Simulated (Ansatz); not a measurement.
**Sr3Sn2O7 (Cmcm, No. 63, 24 atoms in the cell; start mp-17743)**

All values below come from r²SCAN (Ansatz, a quantum-chemistry and plane-wave program, plane waves, PAW).

Settings: plane-wave cutoff 560 eV, 6×6×6 k mesh, Fermi–Dirac smearing 0.01 eV, scalar-relativistic PAW data made under PBE.

Cell (relaxed with PBEsol):

Sn2Sr3O7 has the orthorhombic space group Cmcm (No. 63), Pearson symbol oS48. Lattice parameters: a = 20.409 Å, b = 5.810 Å, c = 5.715 Å, α = β = γ = 90.00°. Sr1 on 4c has 12 O at 2.498–3.312 Å. Sr2 on 8g has 4 O at 2.391–2.578 Å and 4 O at 2.879–2.916 Å and 1 O at 3.340 Å. Sn on 8g is surrounded by 6 O at 2.048–2.071 Å (octahedral). O1 on 8e has 2 Sn at 2.071 Å and 2 Sr at 2.623 Å and 2 Sr at 2.916 Å. O2 on 8e sees 2 Sn at 2.052 Å and 2 Sr at 2.578 Å and 2 Sr at 3.097 Å. O3 on 8g sees 1 Sn at 2.048 Å and 2 Sr at 2.391–2.487 Å and 2 Sr at 2.879 Å and 1 Sr at 3.340 Å. O4 on 4c has 2 Sn at 2.064 Å and 1 Sr at 2.498 Å and 2 Sr at 2.897 Å and 1 Sr at 3.312 Å. (Neighbours: up to the widest gap in distance over summed covalent radii, below 1.35, at either atom; cation-cation and far metal-metal contacts left out.)
(The calculation used a cell of 24 atoms; values per cell refer to that cell.)

* **band gap**: 3.15 eV
* **smallest direct gap on the k points sampled**: 3.28 eV

Note: cell and atoms aren't relaxed at this level (largest force component 0.20 eV/Å, pressure 0.6 GPa).

Spin–orbit coupling is not included.

A start named mp-… is a Materials Project structure, which need not be a measured phase.
